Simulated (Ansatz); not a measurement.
A set of cells, compared by their band gap.

Cell A: BeS (zinc blende, F-43m), 2 atoms in the cell, k-point mesh 12×12×12 on the run's own vectors.
```cif
data_BeS
_chemical_formula_sum 'Be1 S1'
_space_group_name_H-M_alt 'P 1'
_space_group_IT_number 1
_cell_length_a 3.44790
_cell_length_b 3.44790
_cell_length_c 3.44790
_cell_angle_alpha 60.000
_cell_angle_beta 60.000
_cell_angle_gamma 60.000
loop_
_space_group_symop_operation_xyz
  'x, y, z'
loop_
_atom_site_label
_atom_site_type_symbol
_atom_site_fract_x
_atom_site_fract_y
_atom_site_fract_z
_atom_site_occupancy
Be1 Be 0.00000 0.00000 0.00000 1
S1 S 0.25000 0.25000 0.25000 1
```

Cell B: BeSe (zinc blende, F-43m), 2 atoms in the cell, k-point mesh 12×12×12 on the run's own vectors.
Space group F-43m (No. 216); a = 5.178 Å, b = 5.178 Å, c = 5.178 Å, α = 90.00°, β = 90.00°, γ = 90.00°

```tsv
atom	site	symmetry	x	y	z
Be	4a	-43m	0.0000	0.0000	0.0000
Se	4d	-43m	0.7500	0.7500	0.7500
```
(The calculation used a cell of 2 atoms; values per cell refer to that cell.)

Cell C: BeTe (zinc blende, F-43m), 2 atoms in the cell, k-point mesh 10×10×10 on the run's own vectors.
```
CELL_PARAMETERS angstrom
      0.00000     2.83146     2.83146
      2.83146     0.00000     2.83146
      2.83146     2.83146     0.00000
ATOMIC_POSITIONS crystal
  Be 0.00000 0.00000 0.00000
  Te 0.25000 0.25000 0.25000
```

Plane-wave PAW calculations with Ansatz (an electronic-structure program), its default PAW set, cutoff 420 eV. The structures are at rest with PBE. Neutral cells; Fermi-Dirac smearing of at most 0.05 eV in the solids, energies taken to zero width. Spin-orbit coupling is left out. A dispersion term ran beside these levels; it doesn't touch the electrons. Gaps are highest filled to lowest empty Kohn-Sham level on the run's k-point mesh, states of defects and surfaces included; edges off the mesh make the true gap smaller, and under 0.08 eV counts as none.

Q: What does PBE give for the band gap of each cell (eV)?

A: 
| cell | PBE |
|---|---|
| A | 3.15 (indirect) |
| B | 2.67 (indirect) |
| C | 2.03 (indirect) |

With PBE the value is lowest for C and highest for A.
